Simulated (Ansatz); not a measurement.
TiO₂ (Pbcn, No. 60; high-pressure phase) was calculated with r²SCAN (Ansatz, a program for electronic structure, plane waves, PAW).

Numerical settings: plane-wave cutoff 500 eV, 8×6×6 k mesh (along the axes of the cell as run), gaussian smearing 0.02 eV, no spin polarisation, scalar-relativistic PAW data made under PBE.

Computed at the level's own relaxed cell.

Problem. Give the computed volume per atom and band gap.

Solution. 
- volume per atom = 10.22 Å³/atom
- band gap = 3.05 eV (on the SCF k mesh)

Note: the relaxation could not lower the start's symmetry, so the cell can be a saddle point above a distorted one.

Computed values are for the static lattice.

The result took very roughly 6 core-minutes.
